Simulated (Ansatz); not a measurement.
System: TiAl3 (I4/mmm, No. 139). Method: LDA (PAW; Ansatz, a program for electronic structure).

Numerical settings: plane-wave cutoff 520 eV, 20×20×20 k mesh, Fermi–Dirac smearing 0.05 eV, no spin polarisation, scalar-relativistic PAW data made under PBE.

Properties against volume:

Shape and atoms are relaxed at each volume.

| V (Å³/atom) | P (GPa) | c (Å) | a (Å) |
|---|---|---|---|
| 14.541 | 5.16 | 8.362 | 3.730 |
| 14.844 | 2.45 | 8.423 | 3.755 |
| 15.147 | -0.01 | 8.483 | 3.780 |
| 15.450 | -2.23 | 8.543 | 3.804 |
| 15.752 | -4.23 | 8.602 | 3.828 |
